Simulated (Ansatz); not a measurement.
A self-consistent single point of CdPt (P4mm, 2 atoms in the cell) with Ansatz (an electronic-structure program).

Method of the run: PBEsol, default PAW files made with PBE (plane waves; Ansatz).

The change in words: lattice scaled by 0.98; basis.ecutrho_ratio: default → 4. Reference geometry:
```xyz
2
Lattice="2.9765 0.0000 0.0000 0.0000 2.9765 0.0000 0.0000 0.0000 3.8345" Properties=species:S:1:pos:R:3 pbc="T T T"
Cd     0.0000     0.0000     0.0500
Pt     1.4883     1.4883     1.9173
```

Reference input (self-consistent single point, DFT, PBEsol, plane waves, default PAW files made with PBE): basis.ecutwfc = 420 eV; kpoints.mp_grid.grid = 11 11 9; hamiltonian.xc = pbesol; hamiltonian.pseudopotentials = {kind: paw} (the program's default PAW files); scf.occupations.method = fermi_dirac; scf.occupations.width = 0.1 eV. This run's input differs from it in these lines:

Ansatz 0.2 input:
```diff
@@ -3,5 +3,5 @@
   lattice:
-    - [2.976504, 0.000000, 0.000000]
-    - [0.000000, 2.976504, 0.000000]
-    - [0.000000, 0.000000, 3.834512]
+    - [2.916974, 0.000000, 0.000000]
+    - [0.000000, 2.916974, 0.000000]
+    - [0.000000, 0.000000, 3.757822]
   atoms:
@@ -11,2 +11,3 @@
   ecutwfc: 420.0
+  ecutrho_ratio: 4
 kpoints:
```

Log, with long lists cut:

```
SCF iter   1: F=—  HF=-20568.523917 eV  |F-HF|=—  |Δ(HF+E_count)|=         —  Δρ=1.13e-2  dr2=5.02e-2  ethr=1.77e-3  ⟨swp⟩=5.0  Hψ=9238  notcnv=0
all-band conjugate gradients solve this SCF's bands
preconditioner: auto → Kerker (q_TF=auto, 2.808 Å⁻¹)
SCF iter   2: F=—  HF=-20568.513768 eV  |F-HF|=—  |Δ(HF+E_count)|=   1.01e-2  Δρ=3.86e-3  dr2=6.34e-3  ethr=1.32e-4  ⟨swp⟩=1.1  Hψ=3262  notcnv=0
SCF iter   3: F=—  HF=-20568.512351 eV  |F-HF|=—  |Δ(HF+E_count)|=   1.42e-3  Δρ=1.29e-3  dr2=7.33e-4  ethr=1.67e-5  ⟨swp⟩=2.5  Hψ=3252  notcnv=0
SCF iter   4: F=—  HF=-20568.512143 eV  |F-HF|=—  |Δ(HF+E_count)|=   2.08e-4  Δρ=2.96e-4  dr2=5.72e-5  ethr=1.93e-6  ⟨swp⟩=2.5  Hψ=3663  notcnv=0
SCF iter   5: F=—  HF=-20568.512100 eV  |F-HF|=—  |Δ(HF+E_count)|=   4.28e-5  Δρ=1.17e-4  dr2=6.39e-6  ethr=1.51e-7  ⟨swp⟩=2.3  Hψ=3633  notcnv=0
SCF iter   6: F=—  HF=-20568.512098 eV  |F-HF|=—  |Δ(HF+E_count)|=   1.93e-6  Δρ=3.68e-5  dr2=4.74e-7  ethr=1.68e-8  ⟨swp⟩=2.0  Hψ=3480  notcnv=0
SCF iter   7: F=-20568.512098 eV  HF=-20568.512098 eV  |F-HF|=6.85e-9  |Δ(HF+E_count)|=   1.03e-7  Δρ=8.53e-6  dr2=2.26e-8  ethr=2.63e-10  ⟨swp⟩=5.0  Hψ=9697  notcnv=0
SCF 1 converged in 7 iterations: F = -20568.512098 eV  dr2 = 2.26e-8
Free energy (F): -20568.512098 eV
Internal energy: -20568.493320 eV  (E = F + TS)
E sigma→0 (E₀):  -20568.502709 eV
Entropy (-TS):   -0.018777 eV (-9.389 meV/atom)
Fermi energy:    20.786531 eV
--- Forces (eV/Å), atoms counted from 1 ---
  atom   1  Cd    -0.00000000     0.00000000    -0.49300453
  atom   2  Pt     0.00000000     0.00000000     0.49300565
--- Stress (GPa, compression-positive) ---
        7.378381       0.000000       0.000000
        0.000000       7.378381       0.000000
        0.000000       0.000000       8.373621
  P = ⅓ Tr σ = 7.7101 GPa (77.101 kbar)
  The stress holds the Pulay correction. Without it, at fixed plane waves, as pw.x and ABINIT print it: P = 7.6488 GPa
```

The run converged in 7 iterations. Against the reference run the free energy rises by 12.2 meV/atom, the pressure goes from -3.10 to 7.71 GPa and the largest force goes from 0.365 to 0.493 eV/Å.

The starting cell comes from a database of computed structures (which also holds hypothetical and non-ambient phases and stackings), without a prior relaxation at this level. Its lattice was rescaled by up to half a per cent. One atom was moved a little off its site on purpose. For this run, on top of that: lattice scaled by 0.98. Spin polarisation is off. Ansatz's pressure includes its estimate of the finite-basis (Pulay) stress.
